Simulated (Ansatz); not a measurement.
# Ga2O3, pressure series

The parent structure is Ga2O3 in the corundum structure (space group R-3c, No. 167; a = 5.058 Å, c = 13.624 Å (hexagonal axes)).

Cell and atoms are relaxed at each pressure.

Level of theory: PBE (Ansatz, a program for electronic structure), scalar-relativistic without spin-orbit coupling, earlier PAW set.

```
pressure (GPa)  volume per atom (Å³/atom)
--------------  -------------------------
-1                                 10.113
0                                  10.062
0.9                                10.017
2.1                                 9.958
4.5                                 9.847
9                                       ?
15                                  9.426
22.5                                9.174
30                                  8.953
```

Question: Fit the third-order Birch–Murnaghan form P(V) = (3B₀/2)[(V₀/V)^(7/3) − (V₀/V)^(5/3)]·[1 + (3/4)(B₀′ − 4)((V₀/V)^(2/3) − 1)] (squares taken in P) to the rows shown and predict the withheld row.

Answer: Least squares on the printed values gives V₀ = 10.062 Å³/atom, B₀ = 199 GPa, B₀′ = 4.3; this predicts 9.655 Å³/atom, and the run gives 9.654 Å³/atom, in agreement.

Load acts through the strain it causes; cell and atoms are relaxed under it. Whether these cells are dynamically stable was not tested. Competing high-pressure phases were not computed.
